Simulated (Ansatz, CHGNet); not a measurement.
For cubic perovskite SrVO3, the machine-learned potential CHGNet 0.3.0 (trained on PBE and PBE+U data) gives:

* **equilibrium lattice constant a**: 3.906 Å
* **elastic constant C11**: 153 GPa
* **elastic constant C44**: 64.7 GPa
* **polycrystal shear modulus**: 44.5 GPa

### Question
What does r²SCAN (plane waves, PAW; Ansatz, a program for electronic structure) give for the same quantities?

### Answer

- lattice constant a: 3.828 Å (falls by 2.0 %)
- elastic constant C11: 346 GPa (goes up by 130 %)
- elastic constant C44: 129 GPa (goes up by 99 %)
- Voigt–Reuss–Hill shear modulus: 120 GPa (increases by 170 %)

For comparison: lattice constant a 3.842 Å (measured, temperature not stated, not corrected to a static lattice; as tabulated in Marks et al. (2021), arXiv:2103.05797).

Changes are worked out from the printed values.

Unless a cell is named, each level is at its own relaxed cell (CHGNet 0.3.0 11.92, r²SCAN 11.22 Å³/atom).

The crystal itself was run without spin with r²SCAN; a magnetic state was not tried in these runs.

Ansatz's density-functional and Hartree–Fock values are scalar-relativistic unless marked +SOC, with PAW data made under PBE.
